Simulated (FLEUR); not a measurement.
# FLEUR run on W (Im-3m, 1 atom in the cell): self-consistent single point

Method: FLEUR with PBE, all-electron FLAPW (FLEUR), scalar-relativistic valence.

Input:

Input of the input generator:

```
scf W
&input film=f /
-2.9955182637 2.9955182637 2.9955182637
2.9955182637 -2.9955182637 2.9955182637
2.9955182637 2.9955182637 -2.9955182637
1.0
1.0 1.0 1.0

1
74 0.0000000000 0.0000000000 0.0000000000

&comp jspins=1 /
&kpt div1=19 div2=19 div3=19 /
&end /
```

```xml
<?xml version="1.0" encoding="UTF-8" standalone="no"?>
<fleurInput fleurInputVersion="0.39">
   <comment>
      scf W                                                                                               
   </comment>
   <calculationSetup>
      <cutoffs Kmax="4.2" Gmax="16.8" GmaxXC="16.8" numbands="0"/>
      <scfLoop itmax="100" minDistance="0.00001" maxIterBroyd="15" imix="Anderson" alpha="0.05" precondParam="0.0" spinf="2.0"/>
      <coreElectrons ctail="T" frcor="F" kcrel="0" coretail_lmax="0"/>
      <xcFunctional name="pbe" relativisticCorrections="F"/>
      <magnetism jspins="1"/>
      <soc l_soc="F" theta="0.0" phi="0.0" spav="F"/>
      <expertModes spex="0" secvar="F"/>
      <geometryOptimization l_f="T" forcealpha="1.0" forcemix="BFGS" epsdisp="0.00001" epsforce="0.00001"/>
      <ldaU l_linMix="F" mixParam="0.05" spinf="1.0"/>
   </calculationSetup>
   <cell>
      <bzIntegration valenceElectrons="14.0" mode="hist" fermiSmearingEnergy="0.00499791">
         <kPointListSelection listName="default-1"/>
         <!-- k-points included here -->
         <xi:include xmlns:xi="http://www.w3.org/2001/XInclude" href="kpts.xml"> </xi:include>
      </bzIntegration>
      <!-- symmetry operations included here -->
      <xi:include xmlns:xi="http://www.w3.org/2001/XInclude" href="sym.xml"> </xi:include>
      <bulkLattice scale="1.0">
         <bravaisMatrix>
            <row-1>   -2.9955182637000002     2.9955182637000002     2.9955182637000002</row-1>
            <row-2>    2.9955182637000002    -2.9955182637000002     2.9955182637000002</row-2>
            <row-3>    2.9955182637000002     2.9955182637000002    -2.9955182637000002</row-3>
         </bravaisMatrix>
      </bulkLattice>
   </cell>
   <atomSpecies>
      <species name="Tungsten (W)" element="W" atomicNumber="74">
         <mtSphere radius="2.42" gridPoints="837" logIncrement="0.016"/>
         <atomicCutoffs lmax="10" lnonsphr="8"/>
         <electronConfig flipSpins="F">
            <coreConfig>(1s1/2) (2s1/2) (2p1/2) (2p3/2) (3s1/2) (3p1/2) (3p3/2) (4s1/2) (3d3/2) (3d5/2) (4p1/2) (4p3/2) (4d3/2) (4d5/2) (4f5/2) (4f7/2)</coreConfig>
            <valenceConfig>(5s1/2) (5p1/2) (5p3/2) (6s1/2) (5d3/2) (5d5/2)</valenceConfig>
            <stateOccupation state="(5d3/2)" spinUp="0.8" spinDown="0.8"/>
            <stateOccupation state="(5d5/2)" spinUp="1.2" spinDown="1.2"/>
         </electronConfig>
         <energyParameters s="6" p="6" d="5" f="5"/>
         <lo type="SCLO" l="0" n="5" eDeriv="0"/>
         <lo type="SCLO" l="1" n="5" eDeriv="0"/>
      </species>
   </atomSpecies>
   <atomGroups>
      <atomGroup species="Tungsten (W)">
         <relPos label="                   1">.0000000000 .0000000000 .0000000000</relPos>
         <force calculate="T" relaxXYZ="TTT"/>
      </atomGroup>
   </atomGroups>
   <output dos="F" band="F" slice="F">
      <checks vchk="F" cdinf="F"/>
      <bandDOS minEnergy="-.5*Htr" maxEnergy="0.5*Htr" sigma="0.015" storeEVData="T"/>
      <vacuumDOS vacdos="F" integ="F" star="F" nstars="0" locx1="0.0" locy1="0.0" locx2="0.0" locy2="0.0" nstm="0" tworkf="0.0"/>
      <unfoldingBand unfoldBand="F" supercellX="1" supercellY="1" supercellZ="1"/>
      <plotting iplot="0" polar="F">
         <plot TwoD="T" vec1="  1.0  0.0  0.0" vec2="  0.0  1.0  0.0" vec3="  0.0  0.0  1.0" zero="  0.0  0.0  0.0" file="plot"/>
      </plotting>
      <chargeDensitySlicing numkpt="0" minEigenval="0.0" maxEigenval="0.0" nnne="0" pallst="F"/>
      <specialOutput eonly="F"/>
      <magneticCircularDichroism mcd="F" energyLo="-10.0" energyUp="0.0"/>
   </output>
  <!-- We include the file relax.xml here to enable relaxations (see documentation) -->
  <xi:include xmlns:xi="http://www.w3.org/2001/XInclude" href="relax.xml"> <xi:fallback/> </xi:include>
</fleurInput>
```

Output, abridged:

```
      Welcome to FLEUR        (www.flapw.de)
      MaX-Release 8.1          (www.max-centre.eu)

 ========== k-point set info ==========
 Selected k-point list: default-1
 k-point list type: mesh
 19 x 19 x 19
 Number of k points: 220

 ------------Calculation Setup---------------------------
           1           2           4           5          10          11          20          22          44          55         110         220
 Number of basis functions:          149
 Iteration:     1   Distance:      13.77244307 me/bohr^3
 Iteration:     2   Distance:      12.61458871 me/bohr^3
 Iteration:     3   Distance:       6.45331231 me/bohr^3
 Iteration:     4   Distance:       1.71312127 me/bohr^3
 Iteration:     5   Distance:       1.50860779 me/bohr^3
 Iteration:     6   Distance:       0.18796084 me/bohr^3
   [... 2 lines left out ...]
 Iteration:     9   Distance:       0.01919315 me/bohr^3
 Iteration:    10   Distance:       0.00448868 me/bohr^3
 Iteration:    11   Distance:       0.00006450 me/bohr^3
 Iteration:    12   Distance:       0.00006423 me/bohr^3
 Iteration:    13   Distance:       0.00000346 me/bohr^3

 Run finished successfully
 Stop message:
   Structural relaxation: Done

[file out, last iteration]
             iter=     14
          p o t e n t i a l   g e n e r a t o r
[...]
          integral of pseudo charge density inside the slab=        0.000000   0.000000
     coulomb potential in the interstitial region:
          density-coulomb potential integrals
          total density-coulomb potenti   -27669.3438699181
          density-effective potential integrals for spin  1
          total density-effective poten   -2.8095114088E+04
          charge density-energy density integrals
          total charge density-energy d   -3.2542014620E+02
 Updated energy parameters for spin:           1
  Atom    1 6s branch from -2.04 to  2.45 htr. ; e_l =  0.4064
  Atom    1 6p branch from -0.66 to  3.44 htr. ; e_l =  0.5409
  Atom    1 5d branch from -7.90 to  1.12 htr. ; e_l =  0.5637
  Atom    1 5f branch from -0.38 to  3.09 htr. ; e_l =  0.8056
  Atom    1 5s branch from-20.06 to -2.04 htr. ; e_l(l -2.0618
  Atom    1 5p branch from-14.69 to -0.66 htr. ; e_l(l -0.7725
[...]
 fermi energy and band-weighting factors:
at  -0.42105   0.47368   0.47368   k-weight:    0.001166
   12 eigenvalues :
   -2.058124   -0.760549   -0.760549   -0.758738    0.449948    0.449948    0.798029    0.835463
    0.835463    0.974464    0.974464    0.984765
   [... 2 blocks of this kind left out ...]

[...]
FERMIE:
          first approx. to ef    (T=0)  :   0.656607 htr   (energy of the highest occ. eigenvalue)
          number of occ. states  (T=0)  :       1543
          first approx. to seigv (T=0)  :  -5.410525 htr
          sum of weights of occ. states :   7.001895
          sum of semicore charge        :   0.000000 e
FERHIS:  Fermi-Energy by histogram:
          bandgap                     :   0.000465 htr
          charge neutrality (T=0)     :   0.003791    (zero if the highest occ. eigenvalue is "entirely" occupied)
     EF_NEWTON:  Adjust Fermi-Energy by Newton-Method.
               Number of iterations needed  :   3
               The error in the weight is   :  0.15266E-14
               The error in ef is           : -0.25264E-15 htr
     -->  new fermi energy            :   0.657255 htr
          valence charge              :  14.000000 e
          actual charge blw ef-8kt    :  13.540749 e
          actual charge blw ef+8kt    :  14.000000 e
          number of occ. states       :      1619
          sum of the valence weights  :    7.000000
          entropy         :   0.204451 *kb htr/K =   0.00000 htr/K
          sum of val. single particle energies:        -5.4124701600 htr
 Direct bandgap for spin            1 :    9.5608386234050657E-003  Htr
 at k-point          142  with k-vector  -0.26315789473684209       0.26315789473684209       0.31578947368421051
          valence density: spin= 1
[...]
     l-like charge
     atom     s        p        d        f        total
 -->  1    2.36357  6.23515  3.12001  0.04413   11.77135
          total charge for spin  1=   14.000000
          interst. charge =       2.228652
          mt charge=             11.771348
          total charge  =   14.000000
          z= 74.     r(1)=  0.375571E-05     dx= 0.016000     m.t.index= 837
               n    l     j    energy       weight
               1.   0.   0.5-2549.5804      2.0000
               2.   0.   0.5 -439.0541      2.0000
               2.   1.   0.5 -419.7724      2.0000
   [... 13 lines left out ...]
          atom type    1  (spin 1)
          kinetic energy=  0.180857327033E+05     sum of the eigenvalues= -0.987310401963E+04
          0.00940212  electrons lost from core.
          total charge for spin  1=   74.000000
          interst. charge =       2.237617
          mt charge=             71.762383
          total charge  =   74.000000
          zc=    74.000000     qfix=    1.000000
     t o t a l  e n e r g y
          sum of eigenvalues =             -9878.5164897904
          density-coulomb potential int   -27669.3438699181
          density-effective potential i   -28095.1140876103
          charge density-ex.-corr.energ     -325.4201462029
          el.-nucl. inter. diff. m.t.      20168.9624605283
          Madelung term for atom type:       -53.6871888115
 ---->    total energy=                   -16166.1441326819 htr
 ---->    (input%tkb*entropy) TS=              0.0010218289 htr
 ---->    free energy=                    -16166.1451545108 htr
      extrapolation for T->0
 ---->    total electron energy=          -16166.1446435963 htr
 ***** TOTAL FORCES ON ATOMS *****
 TOTAL FORCE FOR ATOM TYPE=  1  X=  0.000   Y=  0.000   Z=  0.000
                       FX_TOT= 0.000000 FY_TOT= 0.000000 FZ_TOT= 0.000000
 Structural relaxation: Done
```

The run converged in 13 iterations. FLEUR gives forces in its relaxation mode, with a further iteration, so its stop message speaks of a relaxation.

The starting cell comes from a database of computed structures (which also holds hypothetical and non-ambient phases and stackings), without a prior relaxation at this level. Spin-orbit coupling is off. Spin polarisation is off. Values depend on the basis (sphere radii, cutoffs, local orbitals), which need not be converged. The log's line on a gap gives a spacing of levels on this mesh, which the program prints for metals too.

Cost on one core of a shared machine: roughly 60 s.
